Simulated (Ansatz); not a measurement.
Ti vacancy in rock-salt TiC (start: the Ti site; 64-site cell, 4×4×4 shifted sampling), charge 0. Method: PBE, PAW (plane waves to 420 eV; Ansatz, a first-principles code).

* **total energy of the defect cell**: -85564.3996 eV
* **total energy of the perfect cell**: -88072.6254 eV
* **μ(Ti) in hcp Ti, atoms added −1**: -2499.6668 eV
* **Δμ(Ti), C-rich**: -1.661 eV

Question: Work out the formation energy.

Answer: E_f = E(defect) − E(perfect) − Σ n μ = 2508.226 − (2501.328) = 6.90 eV.
